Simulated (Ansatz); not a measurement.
Take Ir in the fcc (Cu type) structure (space group Fm-3m, No. 225; a = 3.831 Å; relaxed with 0.1 eV smearing) as the base. Axes: x, y, z lie along the cube axes.

Structures relaxed with plane-wave PAW DFT at the PBEsol level (Ansatz, a program for electronic structure, 420 eV), spin-orbit coupling left out.

Base:

Simulated powder pattern, Cu Kα, λ = 1.54184 Å (kinematic, ideal powder, no thermal factors, no anomalous dispersion; the 10 strongest lines at most, above 2 %, up to 2θ = 90°):

```
2θ (°)  I/Imax (%)    hkl
------  ----------  -----
40.80          100  (111)
47.46           49  (200)
69.38           33  (220)
83.73           40  (311)
88.38           12  (222)
```

Perturbation: biaxial strain −2.00 %, plane normal [001], relaxed out of plane (Cartesian); in-plane vectors clamped, the third vector and the atoms free.

Task: Predict the new powder pattern.

Result: 
Simulated powder pattern, Cu Kα, λ = 1.54184 Å (kinematic, ideal powder, no thermal factors, no anomalous dispersion; the 10 strongest lines at most, above 2 %, up to 2θ = 90°):

```csv
2θ (°),I/Imax (%),hkl
41.15,100,(111)
46.65,18,(002)
48.49,32,(200)
69.57,22,(202)
71.01,10,(220)
82.77,14,(113)
85.51,26,(311)
89.32,12,(222)
```

The indices refer to the base's conventional cell; one index is shown for lines that coincide. The space group is now I4/mmm (No. 139).

No phonon test of stability was made. All final runs are without spin polarisation.
